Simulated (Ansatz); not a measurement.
**What biaxial strain +0.50 %, plane normal [111], relaxed out of plane does to CsPbCl3**

Take CsPbCl₃ in the cubic perovskite structure (space group Pm-3m, No. 221; a = 5.6188 Å) as the base. Axes: x, y, z lie along the cube axes.

Perturbation: tensile biaxial strain of 0.50 % in the plane normal to [111], as in epitaxy on a mismatched substrate; the out-of-plane cell vector and the atoms relax.

All numbers come from DFT with PBEsol, PAW potentials and a 420 eV plane-wave cutoff in Ansatz (a quantum-chemistry and plane-wave program), no spin-orbit coupling. Settings: 6×6×6 k-points, 0.05 eV Fermi–Dirac smearing.

```json
[
 {"quantity": "volume per atom", "base": "35.48 Å³", "changed": "35.58 Å³", "shift": "+0.107 Å³"},
 {"quantity": "space group", "base": "Pm-3m (No. 221)", "changed": "R-3m (No. 166)", "shift": "–"},
 {"quantity": "shortest interatomic distance", "base": "2.809 Å", "changed": "2.812 Å", "shift": "+0.003 Å"},
 {"quantity": "energy relative to the base (free energy F)", "base": "0 meV/atom", "changed": "+0.1 meV/atom", "shift": "+0.1 meV/atom"},
 {"quantity": "pressure (mean of the normal stresses, compression positive)", "base": "0.0 kbar", "changed": "-0.8 kbar", "shift": "-0.8 kbar"},
 {"quantity": "band gap", "base": "1.83 eV", "changed": "1.81 eV", "shift": "-0.02 eV"},
 {"quantity": "gap character", "base": "–", "changed": "direct at T", "shift": "–"},
 {"quantity": "electron mass", "base": "–", "changed": "0.18 mₑ out of plane, 0.31 mₑ in plane (at R)", "shift": "–"},
 {"quantity": "hole mass", "base": "0.17 mₑ (at R)", "changed": "0.18 mₑ (at R)", "shift": "–"},
 {"quantity": "valley order (the lowest conduction-band minima on the path, energy above the VBM, named in the base's zone)", "base": "R along ⟨111⟩ 1.83 eV; Γ 3.24 eV", "changed": "R along [111] 1.81 eV; M along [110] 2.42 eV; Γ 3.26 eV", "shift": "–"},
 {"quantity": "out-of-plane strain", "base": "–", "changed": "-0.70 %", "shift": "–"},
 {"quantity": "mean in-plane stress (compression positive)", "base": "–", "changed": "-0.1 GPa", "shift": "–"}
]
```

Final structure (turned so that z lies along the plane normal):

```
CELL_PARAMETERS angstrom
      7.98585     0.00000     0.00000
      3.99292     6.91595     0.00000
      3.99292    -2.30532     3.22144
ATOMIC_POSITIONS crystal
  Cs 0.00000 0.00000 0.00000
  Pb 0.00000 0.50000 0.50000
  Cl 0.50000 0.00000 0.00000
  Cl 0.00000 0.50000 0.00000
  Cl 0.50000 0.50000 0.00000
```

Cost of the whole job for the changed cell (relaxation, final SCF and bands): roughly 60 core-seconds.

Spin-orbit coupling, missing from the scalar runs, can matter with Pb. Masses are band curvatures over ±0.01 Å⁻¹ around the edge. No phonon test of stability was made. Many cubic perovskites are stable only at high temperature; tilts and polar distortions were not tested. This is not the structure that CsPbCl3 has at room temperature and ambient pressure. k-point labels follow each cell's own Brillouin zone.
